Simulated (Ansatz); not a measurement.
Base system: TiAl (space group P4/mmm, No. 123; relaxed with 0.1 eV smearing).

```xyz
2
Lattice="2.8127 0.0000 0.0000 0.0000 2.8127 0.0000 0.0000 0.0000 4.0619" Properties=species:S:1:pos:R:3 pbc="T T T"
Al     1.4063     1.4063     2.0310
Ti     0.0000     0.0000     0.0000
```

Cartesian axes are those of the cell as printed.

All numbers come from r2SCAN/PAW in Ansatz (a program for electronic structure), spin-orbit coupling left out, earlier PAW set.

One thing is altered: uniaxial strain ε_yy = +3.58 %, all other strain components held at zero, atoms relaxed at fixed cell.

**Question.** Predict the stress tensor and what it implies for the stiffness.

**Answer.** Stress of the strained cell less that of the base (GPa, compression positive):
```
   -2.1     0.0     0.0
    0.0    -6.7     0.0
    0.0     0.0    -2.9
```

Then −Δσ_ii/ε with ε = 0.0358 gives secant stiffness values (nonlinear terms included at this strain): C22 ≈ 187 GPa, C12 ≈ 57 GPa and C23 ≈ 82 GPa.

As a check, the harmonic strain energy −½ V₀ Δσ:ε is 12 meV/atom; the computed energy rise is 13 meV/atom.

No phonon test of stability was made. All final runs are without spin polarisation.
